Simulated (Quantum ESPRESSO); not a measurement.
Quantum ESPRESSO run on SiO2 (P3_121, 9 atoms in the cell): self-consistent single point.

Method: PBE-D2, GBRV 1.5 ultrasoft (PBE) pseudopotentials (plane waves; Quantum ESPRESSO).

```yaml
crystal:
  lattice:
    - [4.96166, 0.00000, 0.00000]
    - [-2.48083, 4.29693, 0.00000]
    - [0.00000, 0.00000, 5.48290]
  atoms:
    - { symbol: Si, position: [0.53109, 0.53109, 0.00000] }
    - { symbol: Si, position: [0.46891, 0.00000, 0.33333] }
    - { symbol: Si, position: [0.00000, 0.46891, 0.66667] }
    - { symbol: O, position: [0.26922, 0.41339, 0.78489] }
    - { symbol: O, position: [0.58661, 0.85583, 0.11822] }
    - { symbol: O, position: [0.14417, 0.73078, 0.45156] }
    - { symbol: O, position: [0.41339, 0.26922, 0.21511] }
    - { symbol: O, position: [0.85583, 0.58661, 0.88178] }
    - { symbol: O, position: [0.73078, 0.14417, 0.54844] }
```

Reference input (self-consistent single point, DFT, PBE, plane waves, GBRV 1.5 ultrasoft (PBE) pseudopotentials): ecutwfc = 40 Ry; ecutrho = 200 Ry; occupations = fixed; potentials = {Si: si_pbe_v1.uspp.F.UPF, O: o_pbe_v1.2.uspp.F.UPF}; K_POINTS = automatic 5 5 4 0 0 0; nbnd = 32; conv_thr = 1e-10 Ry. This run's input differs from it in these lines:

```diff
@@ -16,2 +16,3 @@
   nbnd = 32,
+  vdw_corr = 'grimme-d2',
 /
```

Output, abridged:

```
     Self-consistent Calculation

     iteration #  1     ecut=    40.00 Ry     beta= 0.70

     total energy              =    -222.65024288 Ry
     estimated scf accuracy    <       2.33241006 Ry

     iteration #  2     ecut=    40.00 Ry     beta= 0.70

     total energy              =    -223.37202553 Ry
     estimated scf accuracy    <       1.50889491 Ry

     iteration #  3     ecut=    40.00 Ry     beta= 0.70

     total energy              =    -223.62027516 Ry
     estimated scf accuracy    <       0.01312245 Ry

   [... 7 blocks of this kind left out ...]

     iteration # 11     ecut=    40.00 Ry     beta= 0.70

     total energy              =    -223.62692817 Ry
     estimated scf accuracy    <          7.9E-10 Ry

     iteration # 12     ecut=    40.00 Ry     beta= 0.70
     End of self-consistent calculation

     highest occupied, lowest unoccupied level (ev):     2.2185    7.9916

!    total energy              =    -223.62692817 Ry
     estimated scf accuracy    <          8.2E-12 Ry

     Dispersion Correction     =      -0.06958469 Ry

     convergence has been achieved in  12 iterations

     Forces acting on atoms (cartesian axes, Ry/au):

     atom    1 type  1   force =    -0.00036760   -0.00063670    0.00000000
     atom    2 type  1   force =     0.00073520    0.00000000    0.00000000
     atom    3 type  1   force =    -0.00036760    0.00063670    0.00000000
     atom    4 type  2   force =    -0.00067577   -0.00148049   -0.00095135
     atom    5 type  2   force =     0.00162003    0.00015501   -0.00095135
     atom    6 type  2   force =    -0.00094426    0.00132548   -0.00095135
   [... lines left out ...]

     Total force =     0.004790     Total SCF correction =     0.000004

          total   stress  (Ry/bohr**3)                   (kbar)     P=      -12.02
  -0.00007312   0.00000000   0.00000000          -10.76        0.00        0.00
   0.00000000  -0.00007312   0.00000000            0.00      -10.76        0.00
   0.00000000   0.00000000  -0.00009889            0.00        0.00      -14.55

   JOB DONE.
```

The run converged in 12 iterations. Against the reference run the pressure goes from 0.28 to -1.20 GPa, the largest force stays at 0.048 eV/Å and the gap on the mesh stays at 5.773 eV.

The starting cell comes from a database of computed structures (which also holds hypothetical and non-ambient phases and stackings), without a prior relaxation at this level. Its lattice was rescaled by a random factor within 2.5 % of one.
